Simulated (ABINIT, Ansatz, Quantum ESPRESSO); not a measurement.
**Mo (Im-3m, 1 atom in the cell) computed with different codes at matched settings**

Self-consistent single point.

```
CELL_PARAMETERS angstrom
     -1.56797     1.56797     1.56797
      1.56797    -1.56797     1.56797
      1.56797     1.56797    -1.56797
ATOMIC_POSITIONS crystal
  Mo 0.00000 0.00000 0.00000
```

Shared settings, as Ansatz (an electronic-structure program) writes them: kpoints.mp_grid.grid = 15 15 15; magnetization.spin_orbit = true; scf.occupations.method = gaussian; scf.occupations.width = 0.05 eV. Potentials and cutoffs stand in the table.

```
code                                                                                                       model  pressure (GPa)   cutoff
----------------  ----------------------------------------------------------------------------------------------  --------------  -------
Ansatz                                                           PBE with spin-orbit coupling, default PAW files            6.84  default
Quantum ESPRESSO  PBE, spin-orbit coupling, PseudoDojo fully relativistic norm-conserving (PBE) pseudopotentials            7.38    80 Ry
ABINIT                                                          PBE, spin-orbit coupling, PAW (JTH v2.0 PBE PAW)            7.21    20 Ha
```

The spread over the programs that give each value: pressure within 0.54 GPa.

Ansatz's pressure is given at a fixed set of plane waves, as the other plane-wave codes print theirs; with its correction for the finite basis it is 6.89 GPa.

The starting cell comes from a database of computed structures (which also holds hypothetical and non-ambient phases and stackings), without a prior relaxation at this level. Its lattice was rescaled by a random factor within 2.5 % of one.

Left out of this page: Elk, FLEUR and SIESTA (not drawn, or without a comparable value).

Keys are those of Ansatz 0.2.
